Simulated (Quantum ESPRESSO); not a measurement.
## Equation of state of hcp Mg (space group 194): energy against volume (Quantum ESPRESSO, PBEsol)

```yaml
crystal:
  lattice:
    - [3.11680, 0.00000, 0.00000]
    - [-1.55840, 2.69923, 0.00000]
    - [0.00000, 0.00000, 5.05873]
  atoms:
    - { symbol: Mg, position: [0.66667, 0.33333, 0.75000] }
    - { symbol: Mg, position: [0.33333, 0.66667, 0.25000] }
```

Level of theory: PBEsol, GBRV 1.5 ultrasoft (PBESOL) pseudopotentials (plane waves; Quantum ESPRESSO). Settings: ecutwfc = 52 Ry; ecutrho = 260 Ry; occupations = smearing; smearing = fermi-dirac; degauss = 0.0036749 Ry; potentials = {Mg: mg_pbesol_v1.4.uspp.F.UPF}; K_POINTS = automatic 21 21 11 0 0 0; conv_thr = 1e-10 Ry; mixing_beta = 0.5. The cell above is the first row's. The rows scale it uniformly. In all rows fractional positions and the k mesh are held. E is the free energy at the stated smearing, counted from the lowest row.

```
V (Å^3/atom)  E (meV/atom)
------------  ------------
21.279                   ?
21.742                3.08
22.205                0.35
22.667                0.00
23.130                1.80
23.592                5.53
24.055               11.02
24.518               18.09
24.980               26.57
```

### Question
Using the third-order Birch-Murnaghan form, a cubic in V^(-2/3), estimate the missing E at V = 21.279 from the other rows, showing the fit.

### Answer
With u = V^(-2/3) - 0.123, the rows have u = 0.005371, 0.003580, 0.001854, 0.000183, -0.001431, -0.002996, -0.004511, -0.005977. Least squares gives E = 2.124 - 1842.6·u + 376130·u² + 18073·u³. Residuals (row less fit): -0.001, 0.001, -0.001, 0.001, -0.001, 0.000, 0.002, 0.000; standard error 0.001 (degrees of freedom: 4). Its minimum lies at u = 0.002449, so V0 = (0.125449)^(-3/2) = 22.51. There d²E/du² = 752500 and d³E/du³ = 108400, so B0 = (4/9) × 22.51^(-7/3) × 752500 × 0.160218 = 37.5 GPa (the last factor turns the table's units into GPa), and B0' = 4 + (2/3) × 0.125449 × (108400)/752500 = 4.0. The program's pressures in the fitted runs (not shown) pass through zero at V = 22.48, 0.12 % from this V0. At the withheld row, u = 0.007226, so E = 2.124 - 1842.6 × 0.007226 + 376130 × 0.007226² + 18073 × 0.007226³ = 8.456 meV/atom. The calculation gives 8.44 meV/atom, 0.016 meV/atom below the prediction (0.1 % of the range of E in the table). The row lies outside the fitted rows, so this is an extrapolation.

Carrying the step between the two nearest rows on in a straight line would have given 5.81, off by 2.63; series whose last step already gives the withheld value aren't shown. The scan was laid around a cell of about the measured size, scaled by a guess for this functional; axis ratios and inner coordinates come from that cell. The runs keep the symmetry of the cell, so they don't test it for distortions. The shape of the cell and the inner coordinates aren't relaxed, so V0 and B0 belong to this uniform scaling; a relaxed crystal lies no higher in energy and is usually softer. Cutoffs and mesh are single choices, not tested for convergence of this quantity. Series with a scatter that would blur these digits, or in which a gap closes, are not shown. Nor are scans whose minimum lies at an end fitted in this form.
